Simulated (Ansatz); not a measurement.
Base system: SiSe$_{2}$ (space group Ibam, No. 72; a = 6.301 Å, b = 9.302 Å, c = 5.856 Å; made of chains). Axes: x, y, z lie along a, b, c of the conventional cell.

Computed with PBEsol, PAW, 420 eV (Ansatz, a quantum-chemistry and plane-wave program; scalar-relativistic without spin-orbit coupling).

Base values:

- Band gap: 1.65 eV

It is then changed as follows: strain tensor (xx, yy, zz, yz, xz, xy) = (+0.39, +0.27, −0.60, −0.86, −0.34, +0.81) %, atoms relaxed at fixed cell.

**Question.** What happens to the stress?

**Answer.** The stress (xx, yy, zz, yz, xz, xy; compression positive) amounts to (-0.05, -0.01, 0.57, 0.05, -0.01, -0.08) GPa.

**Question.** What happens to the band gap?

**Answer.** The band gap grows by 0.01 eV (1.65 eV → 1.66 eV).

Whether these cells are dynamically stable was not tested. No dispersion term is included in the PBEsol runs.
